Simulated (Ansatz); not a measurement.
Worked example: relaxation of cell and atoms of VSi2 (P1, 9 atoms in the cell) in Ansatz (a program for electronic structure).

Computed with PBEsol, PAW files made with PBE (plane waves; Ansatz).

```
CELL_PARAMETERS angstrom
      4.53480     0.00000     0.00000
     -2.26740     3.92725     0.00000
      0.00000     0.00000     6.31890
ATOMIC_POSITIONS crystal
  V  0.00129 0.49284 0.16410
  V  0.50548 0.00060 0.49823
  V  0.49487 0.50077 0.83080
  Si 0.84099 0.67939 0.49543
  Si 0.16235 0.83278 0.83786
  Si 0.32336 0.16405 0.16578
  Si 0.16194 0.32935 0.50117
  Si 0.83564 0.16602 0.83385
  Si 0.67409 0.83420 0.17277
```

Reference input (self-consistent single point, DFT, PBEsol, plane waves, PAW files made with PBE): basis.ecutwfc = 30.9 Ry; kpoints.mp_grid.grid = 7 7 4; hamiltonian.xc = pbesol; hamiltonian.pseudopotentials = {kind: paw} (the program's default PAW files); scf.occupations.method = cold; scf.occupations.width = 0.0037 Ry. This run's input differs from it in these lines:

```diff
@@ -24,2 +24,4 @@
   occupations: { method: cold, width: 0.0037 Ry }
+relax:
+  cell: { p_target: "-2.0 GPa" }
 output:
```

Output (repeated stretches shortened):

```
   [... SCF lines of the steps left out ...]
relax step   1: F+E_penalty+E_count = -12390.10265136 eV  Δ(F+E_penalty+E_count) = +0.000e0 eV  max|allowed force component| = 7.589e-1 eV/Å  Δτ_max = 0.0000 Å  P = -0.592 GPa  Ω = 112.535 Å³  (8 SCF iters, dr2 threshold 1.00e-7 eV, accepted)
relax step   2: F+E_penalty+E_count = -12390.15356066 eV  Δ(F+E_penalty+E_count) = -5.091e-2 eV  max|allowed force component| = 3.072e-1 eV/Å  Δτ_max = 0.0313 Å  P = -1.566 GPa  Ω = 112.989 Å³  energy of the carried Pulay correction = -2.283e-4 eV  [...]
   [... lines left out ...]
relax step   4: F+E_penalty+E_count = -12390.16062434 eV  Δ(F+E_penalty+E_count) = -7.222e-5 eV  max|allowed force component| = 3.616e-4 eV/Å  Δτ_max = 0.0006 Å  P = -1.999 GPa  Ω = 113.229 Å³  energy of the carried Pulay correction = -3.485e-4 eV  [...]
relax step   5: F+E_penalty+E_count = -12390.16093170 eV  Δ(F+E_penalty+E_count) = -3.074e-4 eV  max|allowed force component| = 3.496e-4 eV/Å  Δτ_max = 0.0000 Å  P = -2.000 GPa  Ω = 113.229 Å³  stress off target by 2.48e-3 GPa  SCF on the basis [...]
basis re-selected at this cell: Δ(F+E_penalty+E_count) = -3.074e-4 eV, ΔP = -0.001 GPa vs the last step
Stability not checked (fill_not_monotonic)
Free energy (F): -12390.160932 eV
Internal energy: -12390.161208 eV  (E = F + TS)
E sigma→0 (E₀):  -12390.161024 eV
Entropy (-TS):   0.000277 eV (0.031 meV/atom)
Fermi energy:    14.200488 eV
--- Forces (eV/Å), atoms counted from 1 ---
  atom   1  V     -0.00003810     0.00021056    -0.00006301
   [... lines left out ...]
  cell:  # Å, volume = 113.2290 Å³
   [... lines left out ...]
    - { symbol: Si, position: [0.32607081099523383, 0.16303572488460705, 0.1666655695227675] }
    - { symbol: Si, position: [0.16304092825559355, 0.3260767325847925, 0.49999948049114473] }
    - { symbol: Si, position: [0.8369623515631913, 0.16303398280259815, 0.8333339846279969] }
    - { symbol: Si, position: [0.6739243410205724, 0.8369584578005171, 0.16666737226419368] }
```

The run converged. 

Summary of the result:
- Free energy E − TS (on the zero of these files): -12390.1609 eV
- Fermi level (on the code's own zero): 14.20 eV
- Pressure: -2.00 GPa
- Final cell: a = b = 4.5402 Å, c = 6.3427 Å, α = β = 90.00°, γ = 120.00°
- Final volume per atom: 12.58 Å³
- Relaxation steps: 5

The starting cell comes from a database of computed structures (which also holds hypothetical and non-ambient phases and stackings), without a prior relaxation at this level. Its atoms were displaced at random from the sites of space group no. 180. Spin polarisation is off. Ansatz's pressure includes its estimate of the finite-basis (Pulay) stress.

Cost on one core of a shared machine: roughly 3 min.

Keys are those of Ansatz 0.2.
